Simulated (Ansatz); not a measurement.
Start from BeSe in the zinc blende structure (space group F-43m, No. 216; a = 5.082 Å).

The values are results of LDA (Ansatz, a first-principles code; PAW; 420 eV plane waves; spin-orbit coupling left out), not measurements.

Strains are applied to the cell and any free atomic positions relax.

One change was made to it. Results:

The energy grows by 38 meV/atom; the hole mass (degenerate bands, along [100]) goes from 0.24, 0.45, 0.45 mₑ (at Γ) to 0.25, 0.40, 0.40 mₑ (at Γ); the mean gap deformation potential ΔEg/Δln V comes out as +2.4 eV; the width of the top valence band rises by 0.48 eV, from 3.50 eV to 3.98 eV.

Q: Which change produced these results?
(A) isotropic strain −3.00 %
(B) isotropic strain −1.00 %
(C) isotropic strain +3.00 %

A: A, isotropic strain −3.00 %. For comparison, the energy relative to the base in the other runs: isotropic strain +3.00 % gives +32 meV/atom; isotropic strain −1.00 % gives +4.0 meV/atom.

Effective masses come from finite differences of ±0.01 Å⁻¹. Stability against distortions was not tested.
